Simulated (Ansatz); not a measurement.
The reference is TiAs (space group P6_3/mmc, No. 194; a = 3.5988 Å, c = 11.9606 Å). Axes: x lies along a and z along c of the hexagonal cell.

Level of theory: PBEsol, PAW, 420 eV (Ansatz, an electronic-structure program; no spin-orbit coupling).

Before the change:

| Item | Value |
|---|---|
| Pressure | 0.0 GPa |
| Volume per atom | 16.77 Å³ |

Perturbation: biaxial strain +3.85 %, plane normal [001], relaxed out of plane (Cartesian); in-plane vectors clamped, the third vector and the atoms free.

Q: How does this affect the pressure?

A: The pressure (mean of the normal stresses, compression positive) goes from zero to -4.5 GPa.

Q: Predict the new volume per atom.

A: The volume per atom increases by 0.72 Å³ (16.77 Å³ → 17.49 Å³).

Whether these cells are dynamically stable was not tested. All final runs are without spin polarisation.
